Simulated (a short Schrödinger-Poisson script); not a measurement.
Structure: MOS inversion layer, SiO2 on p-type Si(100), at 400 K.

| layer | material | thickness (nm) | Na (cm⁻³) |
|---|---|---|---|
| 1 | SiO2 | 1.5 | - |
| 2 | Si | 210 | 4e18 |

The device is made up for the run: typed textbook-type constants, with dimensions and the other settings drawn at random. SiO2: permittivity 3.9, conduction-band edge (eV) 3.15, gap (eV) 9, electron mass (mₑ) 0.5. Si: permittivity 11.7, conduction-band edge (eV) 0, gap (eV) 1.124, Nv at 300 K (cm⁻³) 3.1e19.

Channel valleys (confinement mass, in-plane density-of-states mass, number): Δ2 0.916, 0.19, 2; Δ4 0.19, 0.417, 4. At the gate the conduction-band edge of layer 1 lies 3.4 eV − eVg above the Fermi level of the channel; the field vanishes at the back. Gaps are held at their typed values at every temperature. Mesh 0.03 nm at interfaces.

From a short Schrödinger-Poisson script (our own, NumPy): 1D Poisson equation in equilibrium, electrons quantum, Hartree (BenDaniel-Duke, 12 states a valley, the channel's in-plane mass for all, wave functions ending at the dielectric), parabolic valleys, classical holes, full ionisation, no traps, pinning or gate leakage.

The same stack at other levels of the model or other numerical settings:

| run | sheet density of all electrons at Vg = 1.45 V (cm⁻²) | sheet density of all electrons at Vg = 0.85 V (cm⁻²) | capacitance at Vg = 1.45 V (μF/cm²) | centroid of the channel electrons at Vg = 1.45 V (nm) | rough cost against the base |
|---|---|---|---|---|---|
| base | 5.48e12 | 1.88e11 | 1.77 | 1.12 | about 1 |
| electrons treated as classical, Boltzmann | 8.63e12 | 1.34e12 | 2.13 | 0.26 | 0.03 |
| electrons treated as classical, Fermi-Dirac | 8.03e12 | 1.27e12 | 1.99 | 0.36 | 0.2 |
| mesh six times as coarse | 5.49e12 | 1.90e11 | 1.77 | 1.11 | 0.2 |
| one subband a valley | 5.47e12 | 1.85e11 | 1.77 | 1.10 | 0.4 |

The classical rows ignore confinement, and Boltzmann statistics overrate the density once the band edge passes the Fermi level.
